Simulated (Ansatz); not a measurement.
## Point-defect migration in hexagonal WC

Some mobile defects of hexagonal WC. These are PBE, PAW (plane waves to 420 eV; Ansatz, a first-principles code) values and carry that method's errors.

Barriers are those of the lowest checked hop between equivalent sites, from the lowest site run (climbing-image NEB, static, fixed cells, no finite-size terms; on the finer meshes named, energies are single points at the band's geometries). One hop need not carry long-range diffusion, and untried routes could be lower. Saddle orders were checked for a part of the study's bands only and are not shown. Vacancies start on their lattice site; split forms were not set up. Spin-orbit coupling is left out.

| Defect | Route | Hop (Å) | Direction in the unit cell | Neighbours at the saddle | Cell |
|---|---|---|---|---|---|
| C vacancy, charge 0 | a nearby C jumps into the vacancy | 2.88 | (0.00, -0.99, 0.00) | C at 1.99; 2 W at 2.08, 2 W at 2.20, 2 W at 2.40 Å | 54 sites, 4×4×4 shifted along c |
| interstitial H, charge 0 | H moves farthest | 2.85 | (0.00, 0.00, -1.00) | C at 1.21, 2 C at 2.00; 2 W at 2.10, 2 W at 2.11 Å | 54 sites, 4×4×4 shifted along c |
| W vacancy, charge 0 | a nearby W jumps into the vacancy | 2.69 | (0.00, 0.00, -0.95) | 3 C at 1.97 Å | 54 sites, 4×4×4 shifted along c |

Q: Order these hops by barrier, lowest first, with values.

A: interstitial H, charge 0: 0.57 eV; C vacancy, charge 0: 3.29 eV; W vacancy, charge 0: 3.44 eV. Gaps under about 0.1 eV are within the calculation's error.
